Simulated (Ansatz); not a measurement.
CaHfSe3 (model structure, started from the cubic perovskite type, Pm-3m, No. 221, 5 atoms in the cell)

Calculation: HSE06 (plane waves, PAW; Ansatz, an electronic-structure program).

Run with plane-wave cutoff 460 eV, 6×6×6 k mesh, Fermi–Dirac smearing 0.05 eV, scalar-relativistic PAW data made under PBE.

Cell (relaxed with PBEsol):

```xyz
5
Lattice="5.1231 0.0000 0.0000 0.0000 5.1231 0.0000 0.0000 0.0000 5.1231" Properties=species:S:1:pos:R:3 pbc="T T T"
Ca     0.0000     0.0000     0.0000
Hf     2.5615     2.5615     2.5615
Se     0.0000     2.5615     2.5615
Se     2.5615     2.5615     0.0000
Se     2.5615     0.0000     2.5615
```

```json
{
  "band_gap": "0.75 eV (on the SCF k mesh)",
  "smallest_direct_gap_on_the_k_points_sampled": "1.47 eV"
}
```

Note: PBE has no gap here, and a hybrid on a coarse mesh can open a false one; the relaxation could raise the start's symmetry but not lower it, so the cell can be a saddle point; cell and atoms aren't relaxed at this level (pressure 1.9 GPa).

Spin–orbit coupling is not included.

Computed values are for the static lattice.

Cost on a shared machine: very roughly 8 core-minutes.

A model structure was made by putting elements into a prototype or built by hand; it is no filed structure, need not be a known phase, and can be a saddle point held by its symmetry.
